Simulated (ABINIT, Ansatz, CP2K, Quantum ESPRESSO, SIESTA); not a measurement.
**BaC2 (C2/c, 6 atoms in the cell) computed with different codes at matched settings**

Self-consistent single point.

```
BaC2
1.0
    3.77493    -2.35399     0.00000
    3.77493     2.35399     0.00000
   -2.83915     0.00000     7.71389
Ba C
2 4
Cartesian
  3.06514  -1.46046   1.92847
  1.64556   1.46046   5.78542
  4.31910   0.72338   3.43677
  0.39161  -0.72338   4.27712
  1.81118   0.72338   0.42018
  2.89952  -0.72338   7.29372
```

Shared settings, as Ansatz (a quantum-chemistry and plane-wave program) writes them: kpoints.mp_grid.grid = 5 5 3; scf.occupations.method = fermi_dirac; scf.occupations.width = 0.05 eV. Potentials and cutoffs stand in the table.

```tsv
code	model	pressure (GPa)	largest force (eV/Å)	gap on the mesh (eV)	cutoff
Quantum ESPRESSO	LDA (PZ), GBRV 1.5 ultrasoft (LDA) pseudopotentials	-1.15	0.892	2.162	40 Ry
CP2K	LDA (Pade form), GPW, DZVP-MOLOPT-SR-GTH basis, GTH-PADE potentials (GTH_POTENTIALS)	-1.29	0.821	2.170	grid 500 Ry
SIESTA	LDA PW92, numerical atomic orbitals DZP, PseudoDojo LDA standard norm-conserving potentials (rewritten from UPF to PSML)	1.92	2.996	3.696	grid 350 Ry
Ansatz	LDA (PW92), PAW files made with PBE	-1.61	0.711	2.161	default
ABINIT	LDA (PW92), PAW (JTH v2.0 LDA PAW)	-0.97	0.785	2.132	571 eV
```

Size of the force on each atom (eV/Å): Sizes of forces hide their directions.

```tsv
code	Ba1	Ba2	C3	C4	C5	C6
Quantum ESPRESSO	0.033	0.033	0.892	0.892	0.892	0.892
CP2K	0.005	0.005	0.821	0.821	0.821	0.821
SIESTA	0.175	0.175	2.996	2.996	2.996	2.996
Ansatz	0.033	0.033	0.711	0.711	0.711	0.711
ABINIT	0.042	0.042	0.785	0.785	0.785	0.785
```

Gaps are read on the mesh.

The spread over the programs that give each value: pressure within 3.53 GPa; largest force within 2.285 eV/Å; gap on the mesh within 1.564 eV.

CP2K and SIESTA use small atom-centred bases, whose incompleteness enters pressures, forces and empty levels differently from a plane-wave cutoff. Ansatz's pressure is given at a fixed set of plane waves, as the other plane-wave codes print theirs; with its correction for the finite basis it is -1.48 GPa. The same LDA comes in different parametrisations, which differ slightly. In the pressure, SIESTA (by 3.08) lies more than 1 GPa from the median of the plane-wave programs. In the gap, SIESTA (by 1.534) lies more than 0.12 eV from the median of the plane-wave programs. In the force vectors, Quantum ESPRESSO (by 0.107) and SIESTA (by 2.214) lie more than 0.08 eV/Å from the median of the plane-wave programs.

The starting cell comes from a database of computed structures (which also holds hypothetical and non-ambient phases and stackings), without a prior relaxation at this level. Its lattice was rescaled by a random factor within 2.5 % of one.

Keys are those of Ansatz 0.2.
